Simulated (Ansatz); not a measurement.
Take NbAgO3 in the cubic perovskite structure (space group Pm-3m, No. 221; a = 3.9499 Å; a cell from a computed database, its experimental status unchecked) as the base.

Modification: the cell is scaled by 0.9417 in all directions; the atoms relax in the strained cell.

Levels (all Ansatz, an electronic-structure program, PAW): PBEsol (420 eV, without spin-orbit coupling); PBEsol+SOC (420 eV, with spin-orbit coupling).

The geometry is relaxed with PBEsol.

| Quantity | Result |
|---|---|
| PBEsol gap character | indirect, M → X |
| PBEsol pressure | 56.23 GPa |
| PBEsol lowest conduction level above the VBM at special points | X 1.57 eV; Γ 1.90 eV; R 3.45 eV; M 5.11 eV |

With PBEsol+SOC at the same geometry, the gap character becomes direct at X (PBEsol: indirect, M → X); the pressure stays essentially unchanged (56.23 GPa against 56.20 GPa); the lowest conduction level above the VBM at special points goes from X 1.57 eV; Γ 1.90 eV; R 3.45 eV; M 5.11 eV to X 1.53 eV; Γ 1.81 eV; R 3.41 eV; M 5.04 eV.

Single points use the geometry relaxed with PBEsol. The spin-orbit shifts are approximate. Whether these cells are dynamically stable was not tested. Many cubic perovskites are stable only at high temperature; tilts and polar distortions were not tested.
